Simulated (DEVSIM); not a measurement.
# Si n-p junction from an implanted or diffused profile

Structure: Si n-p junction from an implanted or diffused profile, at 350 K.

```csv
layer (left to right),material,thickness (μm),Na (cm⁻³),τn (s),τp (s)
1,Si,52.0,4.1e16,0.00013,0.00013
```

Added donor profile: 2e18 cm⁻³ × exp(−(x − 0 μm)²/(2·(0.033 μm)²)). Left contact: ohmic. Right contact: ohmic. Voltage is applied to the left contact. Recombination: SRH at mid-gap, radiative, Auger. Gap narrowing is on: ΔEg = 6.92 meV × (l + √(l² + 0.5)), l = ln(N/1.3e17 cm⁻³), shared equally by both band edges. Mobility is constant in doping.

Constants are typed, rounded textbook-type inputs, not results; the design itself was drawn at random and stands for no fabricated device. Values at 300 K; Nc and Nv go as T^1.5, mobilities as T to minus their exponent, the gap by Varshni's rule with the affinity fixed.

```csv
parameter,Si
gap (eV),1.124
affinity (eV),4.05
permittivity,11.7
Nc (cm⁻³),2.86e19
Nv (cm⁻³),3.1e19
μn (cm²/Vs),1417
μp (cm²/Vs),470
T exponent of μn,2.3
T exponent of μp,2.2
B (cm³/s),4.7e-15
Cn (cm⁶/s),2.8e-31
Cp (cm⁶/s),9.9e-32
Varshni α (eV/K),0.000473
Varshni β (K),636
```

Model (solved in DEVSIM): 1D drift-diffusion, Boltzmann statistics, complete ionisation; no tunnelling, impact ionisation, image-force lowering or self-heating.

```
Item                                            Result
---------------------------------------------  -------
Potential step across the device at zero bias  0.796 V
Dark forward voltage at 1 A/cm²                0.491 V
Dark forward voltage at 100 A/cm²              0.806 V
```

Dark forward current:

(V (V), J (A/cm²)): (-0.05, -4.2e-7); (-0.10, -2.6e-6); (-0.15, -1.4e-5); (-0.20, -7.3e-5); (-0.30, -0.0020); (-0.35, -0.010); (-0.40, -0.054); (-0.45, -0.28); (-0.50, -1.3); (-0.55, -5.2); (-0.60, -14); (-0.70, -47); (-0.75, -70); (-0.80, -97); (-0.85, -130); (-0.90, -160); (-0.95, -200); (-1.05, -280); (-1.10, -330); (-1.15, -380); (-1.20, -440); (-1.25, -500); (-1.30, -560); (-1.35, -620); (-1.45, -760); (-1.50, -840); (-1.55, -920); (-1.60, -1000)

Small-signal capacitance in reverse bias (quasi-static):

```json
[
 {"V (V)": "0.4", "C (nF/cm²)": "52.0"},
 {"V (V)": "1", "C (nF/cm²)": "42.2"},
 {"V (V)": "2", "C (nF/cm²)": "33.8"},
 {"V (V)": "3", "C (nF/cm²)": "29.0"},
 {"V (V)": "4", "C (nF/cm²)": "25.8"}
]
```
